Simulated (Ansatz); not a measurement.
**TiN: biaxial strain −4.10 %, plane normal [110], relaxed out of plane**

Consider TiN in the rock salt structure (space group Fm-3m, No. 225; a = 4.233 Å). Axes: x, y, z lie along the cube axes.

One thing is altered: biaxial strain −4.10 %, plane normal [110], relaxed out of plane (Cartesian); in-plane vectors clamped, the third vector and the atoms free.

All numbers come from Ansatz (an electronic-structure program), r2SCAN, PAW, cutoff 500 eV, scalar-relativistic without spin-orbit coupling. k-mesh 19×19×19 (Γ-centred); smearing 0.05 eV (Fermi–Dirac).

| quantity | base | changed | shift |
|---|---|---|---|
| space group | Fm-3m (No. 225) | Immm (No. 71) | – |
| shortest interatomic distance | 211.6 pm | 202.9 pm | -8.7 pm |
| energy relative to the base (free energy F) | 0 meV/atom | +68 meV/atom | +68 meV/atom |
| band gap | zero | zero | – |
| out-of-plane strain (rough) | – | +2.78 % | – |
| mean in-plane stress (compression positive) (rough) | – | +29.5 GPa | – |

Final structure (turned so that z lies along the plane normal):

```xyz
2
Lattice="2.8701 0.0000 0.0000 0.0000 4.0590 0.0000 1.4351 2.0295 1.5380" Properties=species:S:1:pos:R:3 pbc="T T T"
N      0.0000     0.0000     0.0000
Ti     2.8701     2.0295     0.0000
```

Without a gap, meshes like the base's 19×19×19 leave anisotropic stresses uncertain by several tenths of a GPa, and small strain energies with them. Whether these cells are dynamically stable was not tested. All final runs are without spin polarisation. An odd electron count without spin: TiN.
